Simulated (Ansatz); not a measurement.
**rock-salt MgO (0 0 1) on 3C silicon carbide (0 0 1) (film strained to the substrate, faces as cut)**

A periodic stack without vacuum, rock-salt MgO (0 0 1) on 3C silicon carbide (0 0 1) (film strained to the substrate, faces as cut): substrate slab C5Si6, film Mg6O6, surface cells [[1, 0], [1, 1]] and [[1, 0], [1, 1]], film strained by +3.0 and +3.0 %, faces Si/Si and MgO/MgO as cut (like faces can put a slab off its formula).

The start was prepared with a machine-learned potential, and the result is one local minimum, with the in-plane cell held and forces under 0.04 eV/Å; the film can end far from its bulk form.

Level of theory: PBE (plane waves to 420 eV, PAW; Ansatz, a program for electronic structure). Spin–orbit coupling is left out; PBE gaps are too small against experiment. Its k-point mesh 7×7×1, Fermi–Dirac width 0.05 eV.

```
Item                                                                                                Value
--------------------------------------------------------------------------------  -----------------------
interface area                                                                                     9.6 Å²
period                                                                                            26.60 Å
gaps between the outermost planes at the two interfaces                                   2.59 and 2.59 Å
Mg–Si contacts across the interfaces within 1.22 times the sum of covalent radii           4, mean 3.02 Å
spin-polarised check at this geometry                                             falls back to no moment
```

```yaml
crystal:
  lattice:
    - [3.09638, -0.00043, 0.06873]
    - [-0.00017, 3.09703, 0.02579]
    - [0.85922, 1.25556, 26.63673]
  atoms:
    - { symbol: C, position: [0.07172, 0.45671, 0.09012] }
    - { symbol: C, position: [0.99463, 0.37833, 0.25452] }
    - { symbol: C, position: [0.53339, 0.91763, 0.17220] }
    - { symbol: C, position: [0.91770, 0.29983, 0.41892] }
    - { symbol: C, position: [0.45583, 0.83894, 0.33684] }
    - { symbol: Si, position: [0.05268, 0.93727, 0.13104] }
    - { symbol: Si, position: [0.59091, 0.47712, 0.04857] }
    - { symbol: Si, position: [0.97515, 0.85867, 0.29568] }
    - { symbol: Si, position: [0.51396, 0.39800, 0.21336] }
    - { symbol: Si, position: [0.90110, 0.78024, 0.46046] }
    - { symbol: Si, position: [0.43706, 0.31927, 0.37800] }
    - { symbol: Mg, position: [0.81189, 0.17176, 0.63679] }
    - { symbol: Mg, position: [0.34951, 0.71033, 0.55786] }
    - { symbol: Mg, position: [0.73722, 0.09645, 0.79376] }
    - { symbol: Mg, position: [0.27449, 0.63400, 0.71525] }
    - { symbol: Mg, position: [0.66185, 0.02168, 0.95118] }
    - { symbol: Mg, position: [0.19987, 0.55910, 0.87223] }
    - { symbol: O, position: [0.31171, 0.67178, 0.63674] }
    - { symbol: O, position: [0.84888, 0.21035, 0.55806] }
    - { symbol: O, position: [0.23704, 0.59646, 0.79376] }
    - { symbol: O, position: [0.77427, 0.13395, 0.71529] }
    - { symbol: O, position: [0.16152, 0.52172, 0.95101] }
    - { symbol: O, position: [0.69977, 0.05908, 0.87232] }
```
